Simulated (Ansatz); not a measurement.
Reference: InP (F-43m), PBEsol with spin-orbit coupling, rigid bands (plane waves, PAW; Ansatz, a first-principles code); axes and stresses refer to this cell.

```yaml
crystal:
  lattice:
    - [0.00000, 2.93940, 2.93940]
    - [2.93940, 0.00000, 2.93940]
    - [2.93940, 2.93940, 0.00000]
  atoms:
    - { symbol: In, position: [0.00000, 0.00000, 0.00000] }
    - { symbol: P, position: [0.25000, 0.25000, 0.25000] }
```

- hole conductivity mass = 0.56 mₑ
- Seebeck coefficient, p-type 1e19 cm⁻³ = 317 μV/K
- band gap = 0.54 eV

Task: Change: uniaxial stress along [110] of 2 GPa (compression positive). What happens to hole conductivity mass, Seebeck coefficient, p-type 1e19 cm⁻³, band gap?

Result: hole conductivity mass decreases to 0.28 mₑ; Seebeck coefficient, p-type 1e19 cm⁻³ decreases to 233 μV/K; band gap shrinks to 0.49 eV.

Task: Change: uniaxial stress along [111] of -1 GPa (compression positive). What happens to hole conductivity mass, Seebeck coefficient, p-type 1e19 cm⁻³, band gap?

Result: hole conductivity mass falls to 0.51 mₑ; Seebeck coefficient, p-type 1e19 cm⁻³ decreases to 302 μV/K; band gap shrinks to 0.48 eV.

Masses are for dilute carriers at 300 K, harmonic means over directions unless an axis is named. Seebeck coefficients are for the stated density at 300 K, with one relaxation time for all states and whether or not that doping can be reached. Stresses and pressures are the targets of the relaxation.  The structure type is held under load, also where the real crystal would transform.
